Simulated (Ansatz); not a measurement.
We consider fluorite AuAl2, described by r²SCAN (PAW; Ansatz, a first-principles code).

Run with plane-wave cutoff 500 eV, 16×16×16 k mesh, Fermi–Dirac smearing 0.1 eV, scalar-relativistic PAW data made under PBE.

Computed at the level's own relaxed cell.

What does this level give for the volume per atom and lattice parameter a?


- volume per atom: 18.10 Å³/atom
- lattice parameter a: 6.011 Å

Spin–orbit coupling is not included; it can shift volumes and moduli of such heavy elements.

The computed numbers hold no vibrational or temperature effects.
